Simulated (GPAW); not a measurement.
Input and output of a self-consistent single point for AgCl (Fm-3m, 2 atoms in the cell) (GPAW).

Computed with LDA (Perdew-Wang 92), GPAW PAW datasets LDA (gpaw-data 1.0.1) (plane waves; GPAW 25.7.0).

```
AgCl
1.0
    0.00000     2.75631     2.75631
    2.75631     0.00000     2.75631
    2.75631     2.75631     0.00000
Ag Cl
1 1
Direct
  0.00000   0.00000   0.00000
  0.50000   0.50000   0.50000
```

Reference input (self-consistent single point, DFT LDA (Perdew-Wang 92), plane waves, GPAW PAW datasets LDA (gpaw-data 1.0.1)): mode = pw; ecut = 550 eV; xc = LDA; kpts = 7 7 7; mesh shift (steps) = 0.5 0.5 0.5; occupations.name = fermi-dirac; occupations.width = 0.02 eV; nbands = -4; convergence.forces = 0.001 eV/Å; convergence.bands = -2; symmetry.symmorphic = false; symmetry.tolerance = 0.0005. This run's input differs from it in these lines:

```diff
@@ -15,3 +15,3 @@
             xc='LDA',
-            kpts=monkhorst_pack((7, 7, 7)) + [0.5 / 7, 0.5 / 7, 0.5 / 7],
+            kpts=monkhorst_pack((5, 5, 5)) + [0.5 / 5, 0.5 / 5, 0.5 / 5],
             occupations={'name': 'fermi-dirac', 'width': 0.02},
```

The program printed (abridged):

```
     iter     time        total  log10-change:
                         energy   eigst   dens  force
iter:   1 --:--:--    -6.973495   +0.41
iter:   2 --:--:--    -6.960731   -0.67  -1.61
iter:   3 --:--:--    -6.857988   -1.62  -1.64
iter:   4 --:--:--    -6.857209   -2.74  -1.91
iter:   5 --:--:--    -6.860362c  -2.85  -1.92
iter:   6 --:--:--    -6.852246c  -3.60  -2.53
iter:   7 --:--:--    -6.849979c  -3.71  -2.81
iter:   8 --:--:--    -6.849597c  -3.80  -3.14
iter:   9 --:--:--    -6.849610c  -4.47  -3.36
iter:  10 --:--:--    -6.849504c  -5.04  -3.49
iter:  11 --:--:--    -6.849504c  -6.01  -4.68c
iter:  12 --:--:--    -6.849504c  -6.38  -4.82c
iter:  13 --:--:--    -6.849504c  -6.71  -4.82c
iter:  14 --:--:--    -6.849504c  -6.99  -4.64c
iter:  15 --:--:--    -6.849504c  -7.53c -4.95c
iter:  16 --:--:--    -6.849504c  -7.77c -4.95c -29.15c
Converged after 16 iterations.

Dipole moment: (-0.000000, -0.000000, -0.000000) |e|*Ang

Energy contributions relative to reference atoms: (reference = -156983.661887)

Kinetic:         +5.821180
Potential:       -5.917986
External:        +0.000000
XC:              -6.773134
Entropy (-ST):   -0.000000
Local:           +0.020436
SIC:             +0.000000
--------------------------
Free energy:     -6.849504
Extrapolated:    -6.849504

Showing only first 2 kpts
 Kpt  Band  Eigenvalues  Occupancy
  0    10      2.26490    2.00000
  0    11      2.72247    2.00000
  0    12      6.16551    0.00000
  0    13     12.47556    0.00000

  1    10      2.15764    2.00000
  1    11      2.15764    2.00000
  1    12      5.08543    0.00000
  1    13     13.51942    0.00000

Fermi level: 4.57184

Gap: 1.116 eV
Transition (v -> c):
   [... lines left out ...]
Direct/indirect transitions are different
Direct gap: 2.928 eV
Transition at: (s=0, k=1, n=11, [0.10, 0.10, 0.10])
Energy (eV): -6.849504

Forces in eV/Ang:
  0 Ag    0.00000   -0.00000   -0.00000
  1 Cl    0.00000    0.00000    0.00000

Stress tensor:
     0.030009    -0.000000     0.000000
    -0.000000     0.030009    -0.000000
     0.000000    -0.000000     0.030009
Stress (GPa, Voigt): [ 4.808  4.808  4.808 -0.     0.    -0.   ]
```

The run converged in 16 iterations. GPAW prints stress with tension positive. Against the reference run the free energy hardly moves (within 1 meV/atom), the pressure hardly changes (-4.80 to -4.81 GPa) and the gap on the mesh goes from 0.880 to 1.116 eV.

The starting cell comes from a database of computed structures (which also holds hypothetical and non-ambient phases and stackings), without a prior relaxation at this level. Its lattice was rescaled by a random factor within 2.5 % of one. With a pressure of about -5 GPa the cell is away from its equilibrium volume at this level. Another mesh or the band path of this cell gives a smaller gap, so this value is not converged in the mesh.
